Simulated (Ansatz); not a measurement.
Consider W-vacancy pair (W on one host Ir site, one Ir site vacant) in fcc Ir, neutral cell. All values below come from PBE, PAW (plane waves to 420 eV; Ansatz, an electronic-structure program).

Settings: 32 host sites, the relaxed PBE lattice, a 2×2×2 k-point mesh shifted by half a step, smearing 0.10 eV, spin-restricted, no image-charge correction. Energies are static. Spin-orbit coupling is left out. Forms of the defect that were not tried may lie lower. The start lies 0.13 eV above the lowest site run (PBE).

Barriers: single points on a 4×4×4 k-point mesh shifted by half a step at the bands' geometries (they differ from the bands' own by up to 0.27 eV, and are uncertain by about as much).

The step: a nearby Ir atom hops onto the vacant site (W-vacancy distance between ideal sites 2.74 → 3.87 Å). Atoms about the jump, Cartesian Å from the middle of the jump, before and after:

| atom | x0 | y0 | z0 | x1 | y1 | z1 |
|---|---|---|---|---|---|---|
| Ir1 | 0.00 | 0.96 | -0.95 | 0.00 | -0.96 | 0.95 |
| Ir2 | 1.92 | -0.97 | -0.95 | 1.93 | -0.96 | -0.97 |
| Ir3 | -1.92 | -0.97 | -0.95 | -1.93 | -0.96 | -0.97 |
| Ir4 | -1.93 | 0.96 | 0.97 | -1.92 | 0.97 | 0.95 |
| Ir5 | 1.93 | 0.96 | 0.97 | 1.92 | 0.97 | 0.95 |
| Ir6 | 0.00 | -0.96 | -2.90 | 0.00 | -0.96 | -2.90 |
| W7 | 0.00 | -2.89 | -0.96 | 0.00 | -2.90 | -0.97 |
| Ir8 | 0.00 | 0.92 | 2.85 | 0.00 | 0.97 | 2.90 |
| Ir9 | 0.00 | 2.91 | 0.97 | 0.00 | 2.90 | 0.95 |
| Ir10 | 1.93 | 0.98 | -2.91 | 1.92 | 0.97 | -2.89 |
| Ir11 | -1.93 | 0.98 | -2.91 | -1.92 | 0.97 | -2.89 |
| Ir12 | -1.92 | -2.88 | 0.96 | -1.93 | -2.90 | 0.95 |
| Ir13 | 1.92 | -2.88 | 0.96 | 1.93 | -2.90 | 0.95 |
| Ir14 | -1.93 | 2.91 | -0.97 | -1.93 | 2.90 | -0.97 |
| Ir15 | 1.93 | 2.91 | -0.97 | 1.93 | 2.90 | -0.97 |
| Ir16 | 1.93 | -0.96 | 2.89 | 1.94 | -0.96 | 2.90 |
| Ir17 | -1.93 | -0.96 | 2.89 | -1.94 | -0.96 | 2.90 |

Question: Where do these atoms stand at the saddle point, and how high is it?

Answer: 
| atom | x | y | z |
|---|---|---|---|
| Ir1 | 0.00 | -0.12 | -0.18 |
| Ir2 | 2.14 | -1.02 | -1.03 |
| Ir3 | -2.13 | -1.02 | -1.03 |
| Ir4 | -2.00 | 1.01 | 0.99 |
| Ir5 | 2.00 | 1.01 | 0.99 |
| Ir6 | 0.00 | -0.93 | -2.85 |
| W7 | 0.00 | -2.84 | -0.93 |
| Ir8 | 0.00 | 0.93 | 2.83 |
| Ir9 | 0.00 | 2.92 | 0.96 |
| Ir10 | 1.91 | 0.99 | -2.92 |
| Ir11 | -1.90 | 0.99 | -2.92 |
| Ir12 | -1.91 | -2.90 | 0.95 |
| Ir13 | 1.92 | -2.90 | 0.95 |
| Ir14 | -1.89 | 2.89 | -0.99 |
| Ir15 | 1.90 | 2.89 | -0.99 |
| Ir16 | 1.89 | -0.98 | 2.88 |
| Ir17 | -1.89 | -0.98 | 2.88 |
It lies 2.54 eV above the start and 2.67 eV above the end. The saddle point's order was not checked, and it lies on a symmetry element of the cell, where a band can be held.
